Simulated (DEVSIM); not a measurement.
Structure: abrupt Si p-n junction, at 300 K.

```csv
layer (left to right),material,thickness (μm),Nd (cm⁻³),Na (cm⁻³),τn (s),τp (s)
1,Si,0.560,-,4.8e15,1.5e-5,1.5e-5
2,Si,11.0,2.7e15,-,1.5e-5,1.5e-5
```

Left contact: ohmic. Right contact: ohmic. Voltage is applied to the left contact. Recombination: SRH at mid-gap, radiative. Mobility is μmin + (μ − μmin)/(1 + (N/Nref)^α).

This is a model device: material constants are rounded textbook-type values typed into the input, and sizes, dopings and lifetimes were drawn at random. Values at 300 K.

| parameter | Si |
|---|---|
| gap (eV) | 1.124 |
| affinity (eV) | 4.05 |
| permittivity | 11.7 |
| Nc (cm⁻³) | 2.86e19 |
| Nv (cm⁻³) | 3.1e19 |
| μn (cm²/Vs) | 1417 |
| μp (cm²/Vs) | 470 |
| μn,min | 52 |
| μp,min | 45 |
| Nref,n | 9.7e16 |
| Nref,p | 2.2e17 |
| αn | 0.68 |
| αp | 0.72 |
| B (cm³/s) | 4.7e-15 |

Model (solved in DEVSIM): 1D drift-diffusion, Boltzmann statistics, complete ionisation; no tunnelling, impact ionisation, image-force lowering or self-heating.

Question: Tabulate band edges, carrier densities and field at 0.9 V on the left contact.

Answer: Energies count from the Fermi level of the right contact; mesh points crowd at the junctions.

```json
[
 {"x (μm)": "0.000", "Ec (eV)": "-0.003", "Ev (eV)": "-1.127", "n (cm⁻³)": "24000", "p (cm⁻³)": "4.8e15", "field (V/cm)": "290"},
 {"x (μm)": "0.02328", "Ec (eV)": "-0.002", "Ev (eV)": "-1.126", "n (cm⁻³)": "9.0e13", "p (cm⁻³)": "4.9e15", "field (V/cm)": "280"},
 {"x (μm)": "0.07069", "Ec (eV)": "-0.001", "Ev (eV)": "-1.125", "n (cm⁻³)": "2.7e14", "p (cm⁻³)": "5.1e15", "field (V/cm)": "270"},
 {"x (μm)": "0.1564", "Ec (eV)": "0.001", "Ev (eV)": "-1.123", "n (cm⁻³)": "5.7e14", "p (cm⁻³)": "5.3e15", "field (V/cm)": "250"},
 {"x (μm)": "0.3673", "Ec (eV)": "0.006", "Ev (eV)": "-1.118", "n (cm⁻³)": "1.2e15", "p (cm⁻³)": "6.0e15", "field (V/cm)": "160"},
 {"x (μm)": "0.4743", "Ec (eV)": "0.006", "Ev (eV)": "-1.118", "n (cm⁻³)": "1.7e15", "p (cm⁻³)": "5.8e15", "field (V/cm)": "-280"},
 {"x (μm)": "0.5269", "Ec (eV)": "0.003", "Ev (eV)": "-1.121", "n (cm⁻³)": "2.1e15", "p (cm⁻³)": "5.0e15", "field (V/cm)": "-1300"},
 {"x (μm)": "0.5610", "Ec (eV)": "-0.004", "Ev (eV)": "-1.128", "n (cm⁻³)": "2.9e15", "p (cm⁻³)": "3.8e15", "field (V/cm)": "-2600"},
 {"x (μm)": "0.5881", "Ec (eV)": "-0.009", "Ev (eV)": "-1.133", "n (cm⁻³)": "3.7e15", "p (cm⁻³)": "3.1e15", "field (V/cm)": "-1400"},
 {"x (μm)": "0.6400", "Ec (eV)": "-0.013", "Ev (eV)": "-1.137", "n (cm⁻³)": "4.5e15", "p (cm⁻³)": "2.5e15", "field (V/cm)": "-350"},
 {"x (μm)": "0.7523", "Ec (eV)": "-0.013", "Ev (eV)": "-1.137", "n (cm⁻³)": "4.9e15", "p (cm⁻³)": "2.3e15", "field (V/cm)": "140"},
 {"x (μm)": "1.087", "Ec (eV)": "-0.007", "Ev (eV)": "-1.131", "n (cm⁻³)": "5.0e15", "p (cm⁻³)": "2.3e15", "field (V/cm)": "200"},
 {"x (μm)": "1.636", "Ec (eV)": "0.004", "Ev (eV)": "-1.120", "n (cm⁻³)": "5.0e15", "p (cm⁻³)": "2.3e15", "field (V/cm)": "200"},
 {"x (μm)": "2.730", "Ec (eV)": "0.026", "Ev (eV)": "-1.099", "n (cm⁻³)": "4.9e15", "p (cm⁻³)": "2.2e15", "field (V/cm)": "200"},
 {"x (μm)": "6.280", "Ec (eV)": "0.098", "Ev (eV)": "-1.026", "n (cm⁻³)": "4.7e15", "p (cm⁻³)": "2.0e15", "field (V/cm)": "210"},
 {"x (μm)": "8.926", "Ec (eV)": "0.158", "Ev (eV)": "-0.966", "n (cm⁻³)": "4.3e15", "p (cm⁻³)": "1.6e15", "field (V/cm)": "240"},
 {"x (μm)": "10.25", "Ec (eV)": "0.192", "Ev (eV)": "-0.932", "n (cm⁻³)": "3.8e15", "p (cm⁻³)": "1.1e15", "field (V/cm)": "290"},
 {"x (μm)": "10.94", "Ec (eV)": "0.214", "Ev (eV)": "-0.910", "n (cm⁻³)": "3.4e15", "p (cm⁻³)": "7.1e14", "field (V/cm)": "350"},
 {"x (μm)": "11.33", "Ec (eV)": "0.229", "Ev (eV)": "-0.895", "n (cm⁻³)": "3.0e15", "p (cm⁻³)": "3.3e14", "field (V/cm)": "430"},
 {"x (μm)": "11.46", "Ec (eV)": "0.235", "Ev (eV)": "-0.889", "n (cm⁻³)": "2.8e15", "p (cm⁻³)": "1.6e14", "field (V/cm)": "470"},
 {"x (μm)": "11.52", "Ec (eV)": "0.238", "Ev (eV)": "-0.886", "n (cm⁻³)": "2.8e15", "p (cm⁻³)": "6.2e13", "field (V/cm)": "490"},
 {"x (μm)": "11.56", "Ec (eV)": "0.240", "Ev (eV)": "-0.884", "n (cm⁻³)": "2.7e15", "p (cm⁻³)": "43000", "field (V/cm)": "490"}
]
```
